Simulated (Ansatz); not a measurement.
## A computed series for hypothetical cubic Laves (MgCu2 type) In2Au: response to strain

Base system: In2Au in the cubic Laves (MgCu2 type) structure (space group Fd-3m, No. 227; a hypothetical phase, not in the database extracts checked).

```xyz
6
Lattice="0.0000 4.1500 4.1500 4.1500 0.0000 4.1500 4.1500 4.1500 0.0000" Properties=species:S:1:pos:R:3 pbc="T T T"
In     5.1875     5.1875     5.1875
In     5.1875     3.1125     3.1125
In     3.1125     5.1875     3.1125
In     3.1125     3.1125     5.1875
Au     2.0750     2.0750     2.0750
Au     0.0000     0.0000     0.0000
```

Cartesian axes are those of the cell as printed.

Strains are applied to the cell and any free atomic positions relax; under biaxial strain the out-of-plane vector relaxes too.

Calculations: PBEsol (Ansatz, an electronic-structure program; PAW; 420 eV plane waves; no spin-orbit coupling).

Notes on the quantities. energy relative to the base: free energy F; pressure: mean of the normal stresses, compression positive.

```tsv
change	energy relative to the base	pressure	space group	volume per atom
base	0 meV/atom	0.0 GPa	Fd-3m (No. 227)	23.83 Å³
biaxial strain −3.47 %, plane normal [111], relaxed out of plane	-57 meV/atom	0.3 GPa	R-3m (No. 166)	25.11 Å³
isotropic strain +3.08 %	+28 meV/atom	-3.6 GPa	Fd-3m (No. 227)	26.10 Å³
uniaxial strain ε_zz = −2.76 %	+1.9 meV/atom	1.5 GPa	I4_1/amd (No. 141)	23.17 Å³
```

Without a gap, meshes like the base's 10×10×10 leave anisotropic stresses uncertain by several tenths of a GPa, and small strain energies with them. Stability against distortions was not tested. Under biaxial strain −3.47 %, plane normal [111], relaxed out of plane the cell ends below the base's energy or with stress of the wrong sign: the atoms slid into a distortion or the cell is elastically unstable, so the base is not a stable minimum at this level.
